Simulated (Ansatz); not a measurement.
Consider Ag in the fcc (Cu type) structure (space group Fm-3m, No. 225; relaxed with 0.1 eV smearing).

```xyz
1
Lattice="0.0000 2.0269 2.0269 2.0269 0.0000 2.0269 2.0269 2.0269 0.0000" Properties=species:S:1:pos:R:3 pbc="T T T"
Ag     0.0000     0.0000     0.0000
```

Cartesian axes are those of the cell as printed.

The values are results of plane-wave PAW DFT at the PBEsol level (Ansatz, an electronic-structure program, 420 eV), without spin-orbit coupling, not measurements.

For the base:

```
Item                                Value
-----------------------------  ----------
Shortest interatomic distance  5.417 bohr
```

Now apply this change: strain tensor (xx, yy, zz, yz, xz, xy) = (−0.98, +0.21, +1.67, +1.66, +0.55, +0.30) %, atoms relaxed at fixed cell.

What happens to the energy relative to the base?

The energy goes up by 4.2 meV/atom.

What does the calculation give for the shortest interatomic distance after the change?

The shortest interatomic distance shrinks by 0.039 bohr (5.417 bohr → 5.378 bohr).

Predict the new stress.

The stress (xx, yy, zz, yz, xz, xy; compression positive) comes out as (-0.6, -0.7, -1.3, -1.5, -0.6, -0.4) GPa.

Stability against distortions was not tested.
